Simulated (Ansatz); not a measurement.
Base system: WC (space group P-6m2, No. 187; a = 2.913 Å, c = 2.835 Å; relaxed with 0.1 eV smearing). Axes: x lies along a and z along c of the hexagonal cell.

Method: Ansatz (an electronic-structure program) r2SCAN, without spin-orbit coupling.

Before the change:

```
Item                               Result
-----------------------------  ----------
Shortest interatomic distance  4.156 bohr
Band gap                             zero
```

Now apply this change: uniaxial strain ε_zz = +2.00 %, all other strain components held at zero; the atoms relax in the strained cell.

### Question
What does the calculation give for the energy relative to the base after the change?

### Answer
The energy increases by 12 meV/atom.

### Question
How does this affect the stress?

### Answer
The stress (xx, yy, zz, yz, xz, xy; compression positive) amounts to (-3.2, -3.2, -18.7, 0.0, 0.0, 0.0) GPa.

### Question
Predict the new shortest interatomic distance.

### Answer
The shortest interatomic distance goes up by 0.035 bohr to 4.191 bohr.

### Question
Predict the new band gap.

### Answer
The band gap is still zero.

No phonon test of stability was made. The final runs are not spin-polarised.
